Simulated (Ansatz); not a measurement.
# MoS2 with two functionals, pressure 18 GPa

Consider MoS2 in the 2H-MoS2 type structure (space group P6_3/mmc, No. 194; a = 3.149 Å, c = 12.092 Å; layered, stacked along the Cartesian z axis).

(Cell as relaxed with PBE-D3(BJ).)

Levels (all Ansatz, a program for electronic structure, PAW, earlier PAW set): PBE-D3(BJ) (420 eV, scalar-relativistic without spin-orbit coupling); r2SCAN+rVV10 (500 eV, spin-orbit coupling left out).

Each level relaxes its own structure.

```tsv
base	PBE-D3(BJ)	r2SCAN+rVV10
volume per atom	17.31 Å³	18.08 Å³
lattice parameter a	3.149 Å	3.173 Å
band gap	0.78 eV	1.01 eV
```

Modification: a hydrostatic pressure of 18 GPa.

```tsv
quantity	PBE-D3(BJ)	r2SCAN+rVV10
band gap	zero	0.26 eV
lattice parameter a	3.024 Å	3.055 Å
```

They disagree on the band gap; PBE-D3(BJ)'s lattice parameter a lies 0.0302 Å below r2SCAN+rVV10's (1.0 %). Neither level is exact; r2SCAN+rVV10 is the comparison here, not a measurement.

Load acts through the strain it causes; cell and atoms are relaxed under it. Stability against distortions was not tested. Competing high-pressure phases were not computed. The final runs are not spin-polarised. A zero or small gap of MoS2 under pressure 18 GPa can be the functional's error rather than a property of the material.
